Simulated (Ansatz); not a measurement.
An Ansatz (a quantum-chemistry and plane-wave program) input (LDA/PAW in Ansatz, scalar-relativistic without spin-orbit coupling):

Ansatz 0.2 input:
```yaml
crystal:
  lattice:
    - [3.430178638, 0, 0]
    - [0, 3.430178638, 0]
    - [1.715089319, -1.715089319, 2.538025891]
  atoms:
    - { symbol: Hf, position: [0, 0, 0] }
    - { symbol: O, position: [0.75, 0.75, 0.5] }
    - { symbol: O, position: [0.25, 0.25, 0.5] }
basis: { ecutwfc: 420, ecutrho_ratio: 4, xc_grid: 2, fft_grid_basis: typed }
kpoints: { mp_grid: { grid: [11, 11, 11] } }
hamiltonian:
  xc: lda
  dispersion: none
  pseudopotentials: { kind: paw }
scf: { occupations: { method: fermi_dirac, width: 0.05 } }
relax: { f_tol: 0.005, max_steps: 50, cell: { stress_tol: 0.01, fix: [a, b, gamma] } }
output: { forces: true, stress: true }
checkpoint: { write: state.ck, write_every: 1000 }
```

Q: Which symmetry and how many k-points will the program report, and about how many plane waves at Γ?

A: Space group I4/mmm (ITA 139) with 16 operations, k-points 126 of 1331, and 561 plane waves at Γ.

Q: And the final pressure?

A: 15.03 GPa (compression positive).

The cells carry an imposed strain or load. Whether these cells are dynamically stable was not tested. The cell was made from HfO2 in the fluorite structure (space group Fm-3m, No. 225) by this change: biaxial strain −3.00 %, plane normal [001], relaxed out of plane. This is not the structure that HfO2 has at room temperature and ambient pressure.
